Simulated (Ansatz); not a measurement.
Cubic perovskite CsSnI3 (cubic high-temperature phase), treated with PBE in Ansatz (plane waves, PAW).

Run with plane-wave cutoff 520 eV, 4×4×4 k mesh, scalar-relativistic PAW data made under PBE.

Computed at the level's own relaxed cell.

```yaml
crystal:
  lattice:
    - [6.30346, 0.00000, 0.00000]
    - [0.00000, 6.30346, 0.00000]
    - [0.00000, 0.00000, 6.30346]
  atoms:
    - { symbol: Cs, position: [0.00000, 0.00000, 0.00000] }
    - { symbol: Sn, position: [0.50000, 0.50000, 0.50000] }
    - { symbol: I, position: [0.50000, 0.00000, 0.50000] }
    - { symbol: I, position: [0.00000, 0.50000, 0.50000] }
    - { symbol: I, position: [0.50000, 0.50000, 0.00000] }
```

Question: Give the elastic tensor (Voigt notation, GPa, ions relaxed, in the Cartesian axes of the cell as printed).

Answer: 
```
   36.2     5.1     5.1     0.0     0.0     0.0
    5.1    36.2     5.1     0.0     0.0     0.0
    5.1     5.1    36.2     0.0     0.0     0.0
    0.0     0.0     0.0     4.2     0.0     0.0
    0.0     0.0     0.0     0.0     4.2     0.0
    0.0     0.0     0.0     0.0     0.0     4.2
```

Note: the relaxation could not lower the start's symmetry, so the cell can be a saddle point above a distorted one.

Static lattice: no zero-point or thermal effects.

Ansatz is a program for electronic structure.
